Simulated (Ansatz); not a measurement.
Consider the following.

```xyz
2
Lattice="0.0000 2.7169 2.7422 2.7169 0.0000 2.7422 2.7169 2.7169 0.0000" Properties=species:S:1:pos:R:3 pbc="T T T"
Si     1.3584     1.3584     1.3711
Si     0.0000     0.0000     0.0000
```

Computed with r2SCAN with spin-orbit coupling, rigid bands (plane waves, PAW; Ansatz, a quantum-chemistry and plane-wave program). Condition of this run: uniaxial stress zz = -1 GPa (compression positive) (the target of the relaxation). How the cell was made: cell and atoms relaxed with r2SCAN, then loaded as said.

Q: Predict the hole conductivity mass (n e² τ/σ) at 300 K, by direction if it differs.

A: 0.33 (x), 0.33 (y), 0.35 (z) mₑ.

Q: What conductivity effective mass do dilute electrons have at 300 K?

A: 0.34 (x), 0.34 (y), 0.21 (z) mₑ.

Q: And the band gap?

A: 0.71 eV at this level; semilocal functionals usually fall short of the measured gap.

Rigid bands, one relaxation time for all states, no polarons.
